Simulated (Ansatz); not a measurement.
Effect of pressure 22.5 GPa on CdSe

Take CdSe in the wurtzite structure (space group P6_3mc, No. 186; a = 4.3828 Å, c = 7.1544 Å) as the base.

The change: cell and atoms relaxed at a pressure of 22.5 GPa.

All numbers come from PBE in Ansatz (plane waves to 420 eV, PAW, no spin-orbit coupling). Settings: 9×9×5 k-points, 0.05 eV Fermi–Dirac smearing.

| quantity | base | changed | shift |
|---|---|---|---|
| volume per atom | 29.75 Å³ | 22.60 Å³ | -7.157 Å³ |
| density | 5.34 g/cm³ | 7.03 g/cm³ | +1.69 g/cm³ |
| lattice parameter a | 4.383 Å | 3.900 Å | -0.483 Å |
| c/a ratio | 1.632 | 1.759 | +0.127 |
| shortest interatomic distance | 2.682 Å | 2.432 Å | -0.250 Å |
| enthalpy H = E + PV relative to the base's energy | – | +3.57 eV/atom | – |
| band gap | 0.54 eV | 0.83 eV | +0.282 eV |
| gap character | direct at Γ | direct at Γ | – |
| width of the top valence band | 1.56 eV | 2.67 eV | +1.115 eV |
| electron mass | – | 0.078 mₑ along c, 0.089 mₑ across (at Γ) | – |
| valence-band top at Γ (three highest levels, from the VBM) | 0.00, 0.00, -0.04 eV | 0.00, 0.00, -0.55 eV | – |

Load acts through the strain it causes; cell and atoms are relaxed under it. Masses are band curvatures over ±0.01 Å⁻¹ around the edge. No phonon test of stability was made. Measured, CdSe leaves this structure (for rock salt) near 2.72 GPa (temperature not stated; as listed in Datta, Sujoy, Jana, Debnarayan, arXiv (2020)), on rising pressure, with hysteresis.

Ansatz is an electronic-structure program.
